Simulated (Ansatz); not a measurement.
A calculation on cubic perovskite CsPbBr3 (cubic high-temperature phase) returned lattice constant a 5.863 Å, bulk modulus 21.2 GPa.

**Question.** Which level of theory produced these numbers?
(A) HSE06 (Ansatz, a first-principles code)
(B) r²SCAN (Ansatz)
(C) PBE+SOC (Ansatz)
(D) PBEsol+SOC (Ansatz)

**Answer.** D, PBEsol+SOC (Ansatz)

The others give: r²SCAN 5.938 Å, 21.1 GPa; HSE06 5.971 Å, 19.8 GPa; PBE+SOC 5.996 Å, 18.3 GPa.

Unless a cell is named, each level is at its own relaxed cell (HSE06 42.58, PBE+SOC 43.11, PBEsol+SOC 40.31, r²SCAN 41.87 Å³/atom).

Caveats: the relaxation could not lower the start's symmetry, so the cell can be a saddle point above a distorted one (r²SCAN, HSE06, PBE+SOC, PBEsol+SOC). Ansatz's density-functional and Hartree–Fock values are scalar-relativistic unless marked +SOC, with PAW data made under PBE.
